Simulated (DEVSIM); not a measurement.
Structure: Cr/SiO2/p-Si capacitor, at 450 K.

```tsv
layer (left to right)	material	thickness (nm)	Na (cm⁻³)
1	SiO2	16.0	-
2	Si	3400	2.9e16
```

Metal gate on the left, work function 4.5 eV. Fixed charge at the semiconductor interface 1.1e11 cm⁻² (in units of +e); no interface traps.

This is a model device: material constants are rounded textbook-type values typed into the input, and sizes, dopings and lifetimes were drawn at random. Values at 300 K; Nc and Nv go as T^1.5, mobilities as T to minus their exponent, the gap by Varshni's rule with the affinity fixed.

```tsv
parameter	SiO2	Si
gap (eV)	9	1.124
affinity (eV)	0.9	4.05
permittivity	3.9	11.7
Nc (cm⁻³)	-	2.86e19
Nv (cm⁻³)	-	3.1e19
Varshni α (eV/K)	-	0.000473
Varshni β (K)	-	636
```

Model (solved in DEVSIM): 1D Poisson equation in equilibrium, Boltzmann statistics, complete ionisation; no quantum confinement or tunnelling. Metal contacts follow the ideal Schottky-Mott rule: no Fermi-level pinning, no interface dipoles.

Problem. Tabulate band edges, carrier densities and field at 0.1 V on the gate.

Solution. Energies count from the Fermi level of the right contact; mesh points crowd at the junctions.

```
x (μm)    Ec (eV)  Ev (eV)  n (cm⁻³)  p (cm⁻³)  field (V/cm)
--------  -------  -------  --------  --------  ------------
0.000       3.500   -5.500     < 1e2     < 1e2         92000
0.001445    3.513   -5.487     < 1e2     < 1e2         92000
0.004256    3.539   -5.461     < 1e2     < 1e2         92000
0.009715    3.589   -5.411     < 1e2     < 1e2         92000
0.01442     3.632   -5.368     < 1e2     < 1e2         92000
0.01589     3.646   -5.354     < 1e2     < 1e2         92000
0.01728     0.503   -0.579    1.2e14    1.9e13         47000
0.02232     0.526   -0.556    6.8e13    3.4e13         45000
0.03171     0.566   -0.516    2.4e13    9.6e13         41000
0.05419     0.646   -0.436    3.1e12    7.5e14         31000
0.1036      0.747   -0.334    2.3e11    1.0e16         12000
0.2862      0.787   -0.294    8.0e10    2.9e16            33
0.6478      0.787   -0.294    8.0e10    2.9e16           ≈ 0
1.491       0.787   -0.294    8.0e10    2.9e16           ≈ 0
2.736       0.787   -0.294    8.0e10    2.9e16           ≈ 0
3.125       0.787   -0.294    8.0e10    2.9e16           ≈ 0
3.292       0.787   -0.294    8.0e10    2.9e16           ≈ 0
3.362       0.787   -0.294    8.0e10    2.9e16           ≈ 0
3.399       0.787   -0.294    8.0e10    2.9e16           ≈ 0
3.409       0.787   -0.294    8.0e10    2.9e16           ≈ 0
3.414       0.787   -0.294    8.0e10    2.9e16           ≈ 0
3.416       0.787   -0.294    8.0e10    2.9e16           ≈ 0
```
